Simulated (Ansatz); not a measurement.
We consider rock-salt NaH, described by PBE0-D3(BJ) in Ansatz (plane waves, PAW).

Settings: plane-wave cutoff 460 eV, 10×10×10 k mesh, Fermi–Dirac smearing 0.01 eV, scalar-relativistic PAW data made under PBE.

Equation-of-state points:

```csv
V (Å³/atom),E − E_lowest (meV/atom),P (GPa)
12.181,3.00,1.554
12.501,0.73,0.735
12.662,0.18,0.361
12.822,0.00,0.006
13.143,0.64,-0.639
13.463,2.50,-1.210
```

Q: Estimate the bulk modulus from the pressures at 12.662 and 13.143 Å³/atom, and compare it with a fit to all energies.

A: B = −V dP/dV. Between V = 12.662 and 13.143 Å³/atom, dP/dV = (-0.639 − (0.361))/(13.143 − 12.662) = -2.08 GPa per Å³/atom; at the midpoint 12.902 Å³/atom this gives B ≈ 26.8 GPa. The third-order Birch–Murnaghan fit gives V0 = 12.826 Å³/atom, B0 = 27.3 GPa, B′ = 3.7, which lies 2 % above that estimate.

Measured, for comparison: bulk modulus 19.4 ± 2 GPa (room temperature, not corrected to a static lattice; as tabulated in High-pressure studies of NaH to 54 GPa); equilibrium volume per atom 14.46 Å³/atom (room temperature, not corrected to a static lattice; as tabulated in Thermodynamic Modeling of Hydrogen Storage Capacity in Mg-Na Alloys). Computed (rounded) less measured: bulk modulus +41 % (against room or unstated temperature, where such soft solids are markedly softer), equilibrium volume per atom -11.3 %.

Static lattice: no zero-point or thermal effects.

Ansatz is a quantum-chemistry and plane-wave program.
